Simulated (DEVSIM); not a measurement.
## illuminated Si p-on-n cell, one wavelength

Device: illuminated Si p-on-n cell, one wavelength, at 300 K.

```
layer (left to right)  material  thickness (μm)  Nd (cm⁻³)  Na (cm⁻³)   τn (s)  τp (s)  absorption coefficient (cm⁻¹)
---------------------  --------  --------------  ---------  ---------  -------  ------  -----------------------------
1                            Si          0.0700          -     1.2e18  0.00022  0.0003                          18000
2                            Si            35.0       1e17          -    0.001  0.0001                          18000
```

Left contact: ohmic, minority electron recombination velocity 200 cm/s. Right contact: ohmic, minority hole recombination velocity 3e6 cm/s. Voltage is applied to the left contact. Recombination: SRH at mid-gap, radiative, Auger. Gap narrowing is on: ΔEg = 6.92 meV × (l + √(l² + 0.5)), l = ln(N/1.3e17 cm⁻³), shared equally by both band edges. Light enters at the left, 5.5e16 photons cm⁻² s⁻¹, one pass, no reflection. Mobility is μmin + (μ − μmin)/(1 + (N/Nref)^α).

The device is made up for the run: typed textbook-type constants, with dimensions and the other settings drawn at random. Values at 300 K.

```tsv
parameter	Si
gap (eV)	1.124
affinity (eV)	4.05
permittivity	11.7
Nc (cm⁻³)	2.86e19
Nv (cm⁻³)	3.1e19
μn (cm²/Vs)	1417
μp (cm²/Vs)	470
μn,min	52
μp,min	45
Nref,n	9.7e16
Nref,p	2.2e17
αn	0.68
αp	0.72
B (cm³/s)	4.7e-15
Cn (cm⁶/s)	2.8e-31
Cp (cm⁶/s)	9.9e-32
```

DEVSIM, 1D drift-diffusion, Boltzmann statistics, complete ionisation; no tunnelling, impact ionisation, image-force lowering or self-heating.

| Item | Value |
|---|---|
| Potential step across the device at zero bias | 0.876 V |
| Largest field in the device at zero bias | 150000 V/cm |
| Dark forward voltage at 1 A/cm² | 0.732 V |
| Dark forward voltage at 100 A/cm² | 0.869 V |
| Short-circuit current | 8.70 mA/cm² |
| Open-circuit voltage | 0.609 V |
| Fill factor | 0.83 |
| Largest power | 4.39 mW/cm² |
| Share of generated pairs collected at short circuit | 0.987 |

Small-signal capacitance in reverse bias (quasi-static):

| V (V) | C (nF/cm²) |
|---|---|
| -0.04 | 94.0 |
| -0.1 | 91.0 |
| -0.2 | 86.4 |
| -0.3 | 82.5 |
| -0.4 | 79.1 |
| -0.6 | 73.3 |
| -0.8 | 68.7 |
| -1 | 64.8 |
| -1.3 | 60.0 |

Current under light (generator sign):

```json
[
 {"V (V)": "0.00", "J (mA/cm²)": "8.70"},
 {"V (V)": "0.08", "J (mA/cm²)": "8.70"},
 {"V (V)": "0.18", "J (mA/cm²)": "8.70"},
 {"V (V)": "0.26", "J (mA/cm²)": "8.70"},
 {"V (V)": "0.36", "J (mA/cm²)": "8.70"},
 {"V (V)": "0.46", "J (mA/cm²)": "8.67"},
 {"V (V)": "0.48", "J (mA/cm²)": "8.64"},
 {"V (V)": "0.50", "J (mA/cm²)": "8.57"},
 {"V (V)": "0.52", "J (mA/cm²)": "8.42"},
 {"V (V)": "0.54", "J (mA/cm²)": "8.09"},
 {"V (V)": "0.56", "J (mA/cm²)": "7.39"},
 {"V (V)": "0.58", "J (mA/cm²)": "5.86"},
 {"V (V)": "0.60", "J (mA/cm²)": "2.56"},
 {"V (V)": "0.62", "J (mA/cm²)": "-4.59"}
]
```
